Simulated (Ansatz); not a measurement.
The reference is CsPbCl3 in the cubic perovskite structure (space group Pm-3m, No. 221).

```
CsPbCl3
1.0
    5.61875     0.00000     0.00000
    0.00000     5.61875     0.00000
    0.00000     0.00000     5.61875
Cs Pb Cl
1 1 3
Direct
  0.00000   0.00000   0.00000
  0.50000   0.50000   0.50000
  0.50000   0.00000   0.50000
  0.00000   0.50000   0.50000
  0.50000   0.50000   0.00000
```

Level of theory: plane-wave PAW DFT at the PBEsol level (Ansatz, a first-principles code, 420 eV), scalar-relativistic without spin-orbit coupling.

For the base:

```
Property                            Value
-------------  --------------------------
Band gap                          1.83 eV
Electron mass  0.10, 0.83, 0.83 mₑ (at R)
```

One thing is altered: cell and atoms relaxed at a pressure of 1.5 GPa.

### Question
Estimate the effect on the band gap and electron mass.

### Answer
The band gap shrinks by 0.25 eV (1.83 eV → 1.58 eV); the electron mass (degenerate bands, along [100]) changes from 0.10, 0.83, 0.83 mₑ (at R) to 0.094, 0.77, 0.77 mₑ (at R).

With Pb present, leaving out spin-orbit coupling can change the band edges. Load acts through the strain it causes; cell and atoms are relaxed under it. Masses are band curvatures over ±0.01 Å⁻¹ around the edge. Whether these cells are dynamically stable was not tested. Many cubic perovskites are stable only at high temperature; tilts and polar distortions were not tested. This is not the structure that CsPbCl3 has at room temperature and ambient pressure.
